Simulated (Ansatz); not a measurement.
An Ansatz (a first-principles code) run: Mg2Ge with a change (isotropic strain −0.50 %); PBE (Ansatz, PAW, scalar-relativistic without spin-orbit coupling).

Input:

Ansatz 0.2 input:
```yaml
crystal:
  lattice:
    - [0, 3.1945713392, 3.1945713392]
    - [3.1945713392, 0, 3.1945713392]
    - [3.1945713392, 3.1945713392, 0]
  atoms:
    - { symbol: Mg, position: [0.25, 0.25, 0.25] }
    - { symbol: Mg, position: [0.75, 0.75, 0.75] }
    - { symbol: Ge, position: [0, 0, 0] }
basis: { ecutwfc: 420, ecutrho_ratio: 4, xc_grid: 2, fft_grid_basis: typed }
kpoints: { mp_grid: { grid: [9, 9, 9] } }
hamiltonian:
  xc: pbe
  dispersion: none
  pseudopotentials: { kind: paw }
scf: { occupations: { method: fermi_dirac, width: 0.05 }, convergence: { dr2_threshold: 0.0000000003 } }
relax: { f_tol: 0.005, max_steps: 50 }
output: { forces: true, stress: true }
checkpoint: { write: state.ck, write_every: 1000 }
```

Output (explanatory and most iteration lines left out):

```
Relaxation: its limit of steps is 50 (relax.max_steps)
Pseudopotential: Mg, paw, valence charge 10
Pseudopotential: Ge, paw, valence charge 14
Crystal: 3 atoms, lattice volume = 65.203 Å³
Basis set: ecut = 420 eV, 1243 PW (Γ), exchange–correlation on 64×64×64 points (8 copies of the dense FFT grid, shifted against one another)
Bands: 21, of which v1, the nominal top of the filled ones, is band 17 counted from 1 (16 counted from 0)
Symmetry: 48 space group operations
Space group: Fm-3m (ITA 225), of the structure as read, at distance tolerance 4.0e-5 Å
k-points: 35 of 729
Functional: x = pbe(κ = 0.804, μ = 0.2195149727645171), c = pbe(β = 0.06672455060314922)
SCF iter   1: F=—  HF=-8143.422447 eV  |F-HF|=—  |Δ(HF+E_count)|=         —  Δρ=4.66e-3  dr2=3.71e-2  ethr=1.77e-3  ⟨swp⟩=5.9  Hψ=3248  notcnv=0
SCF iter   2: F=—  HF=-8143.412199 eV  |F-HF|=—  |Δ(HF+E_count)|=   1.02e-2  Δρ=1.38e-3  dr2=1.30e-3  ethr=1.09e-4  ⟨swp⟩=2.0  Hψ=1279  notcnv=0
SCF 1 converged in 7 iterations: F = -8143.412242 eV  dr2 = 2.63e-11
relax step   1: F+E_penalty+E_count = -8143.41224208 eV  Δ(F+E_penalty+E_count) = +0.000e0 eV  max|allowed force component| = 2.429e-17 eV/Å  Δτ_max = 0.0000 Å  (7 SCF iters, accepted)
SCF converged after 7 iterations
Free energy (F): -8143.412242 eV
Internal energy: -8143.411559 eV  (E = F + TS)
E sigma→0 (E₀):  -8143.411901 eV
Entropy (-TS):   -0.000683 eV (-0.228 meV/atom)
Fermi energy:    6.991444 eV
--- Forces (eV/Å), atoms counted from 1 ---
  atom   1  Mg     0.00000000     0.00000000    -0.00000000
  atom   2  Mg     0.00000000    -0.00000000    -0.00000000
  atom   3  Ge     0.00000000    -0.00000000    -0.00000000
--- Stress (GPa, compression-positive) ---
        0.770869      -0.000000       0.000000
       -0.000000       0.770869       0.000000
       -0.000000      -0.000000       0.770869
  P = ⅓ Tr σ = 0.7709 GPa (7.709 kbar)
--- Relaxed structure (1 steps of the walk, 1 accepted, 0 SCFs on fresh bases) ---
  atoms:
    - { symbol: Mg, position: [0.25000000000000006, 0.25000000000000006, 0.25000000000000006] }
    - { symbol: Mg, position: [0.7500000000000001, 0.7500000000000001, 0.7500000000000001] }
    - { symbol: Ge, position: [0.0, 0.0, 0.0] }
```

Stability against distortions was not tested. The cell was made from Mg2Ge in the anti-fluorite structure (space group Fm-3m, No. 225) by this change: isotropic strain −0.50 %.
